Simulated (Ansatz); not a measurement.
Short convergence ladders for BN (P6_3mc, 4 atoms in the cell)

```yaml
crystal:
  lattice:
    - [1.26862, -2.19732, 0.00000]
    - [1.26862, 2.19732, 0.00000]
    - [0.00000, 0.00000, 4.19890]
  atoms:
    - { symbol: B, position: [0.66667, 0.33333, 0.50000] }
    - { symbol: B, position: [0.33333, 0.66667, 0.00000] }
    - { symbol: N, position: [0.66667, 0.33333, 0.87500] }
    - { symbol: N, position: [0.33333, 0.66667, 0.37500] }
```

Base method: PBE (plane waves, PAW; Ansatz, a program for electronic structure).

Base settings: basis.ecutwfc = 30.9 Ry; kpoints.mp_grid.grid = 11 11 6; hamiltonian.xc = pbe; hamiltonian.pseudopotentials = {kind: paw} (the program's default PAW files); scf.occupations.method = fermi_dirac; scf.occupations.width = 0.0037 Ry.

Core times come from one kind of shared machine, to one figure; runs under 30 s give none.

**Zone-centre phonons against the cutoff**

In this ladder: scf.occupations.method = fixed; scf.occupations.width = default; phonons.method = dfpt; phonons.dielectric = true; phonons.rigid_motions = translations.

The mesh stays at the base's, so the ladder's end is converged at best in this setting alone.

Frequencies are those of the unrelaxed cell, without the LO-TO term of polar crystals.

Only quantities that move along the ladder and can be compared are tabulated.

ε∞ and Born charges come from denser meshes that the program picks itself.

| basis.ecutwfc | highest zone-centre frequency (cm⁻¹) | lowest optical frequency (cm⁻¹) | largest Born charge (mean of the diagonal) (e) | core time / last (rough) |
|---|---|---|---|---|
| 15.4 Ry | 1103.9 | 422.3 | 1.792 | 0.6 |
| 18.4 Ry | 1140.3 | 467.4 | 1.846 | 0.9 |
| 21.7 Ry | 1133.8 | 475.6 | 1.870 | 1 |
| 26.1 Ry | 1123.8 | 473.8 | 1.875 | 1 |
| 30.9 Ry | 1122.8 | 473.6 | 1.874 | 0.7 |
| 37.1 Ry | 1123.0 | 473.7 | 1.874 | 0.8 |
| 46.3 Ry | 1123.0 | 473.7 | 1.875 | 1 |

Coarsest basis.ecutwfc that holds the highest zone-centre frequency within 1 cm⁻¹ of the last step, with all finer ones: 26.1 Ry; the step before is off by 11 cm⁻¹.

Coarsest basis.ecutwfc that holds the lowest optical frequency within 1 cm⁻¹ of the last step, with all finer ones: 26.1 Ry; the step before is off by 1.9 cm⁻¹.

Coarsest basis.ecutwfc that holds the largest Born charge (mean of the diagonal) within 0.02 e of the last step, with all finer ones: 21.7 Ry; the step before is off by 0.029 e.

**The q mesh of the phonons**

In this ladder: kpoints.mp_grid.grid = 12 12 6; scf.occupations.method = fixed; scf.occupations.width = default; phonons.method = dfpt; phonons.dielectric = true; phonons.rigid_motions = translations.

Only quantities that move along the ladder and can be compared are tabulated.

Thermal sums run over frequencies interpolated from this q mesh.

```tsv
phonons.qmesh	zero-point energy (meV/atom)	vibrational free energy at 300 K (meV/atom)	core time / last (rough)
1 1 1	148.22	144.43	0.2
2 2 2	157.96	155.01	0.4
3 3 3	158.18	155.31	1
```

Coarsest phonons.qmesh that holds the vibrational free energy at 300 K within 2 meV/atom of the last step, with all finer ones: 2 2 2, at about 0.4 of the last step's time; the step before is off by 11 meV/atom.

Coarsest phonons.qmesh that holds the zero-point energy within 1 meV/atom of the last step, with all finer ones: 2 2 2, at about 0.4 of the last step's time; the step before is off by 10.0 meV/atom.

On the base run: the starting cell has typed, rounded lattice constants, without a prior relaxation at this level. Its lattice was rescaled by up to half a per cent. In the base run, with a pressure of about 8 GPa the cell is away from its equilibrium volume at this level. A gap is left out here, as mesh or smearing make it unsure.

Keys are those of Ansatz 0.2.
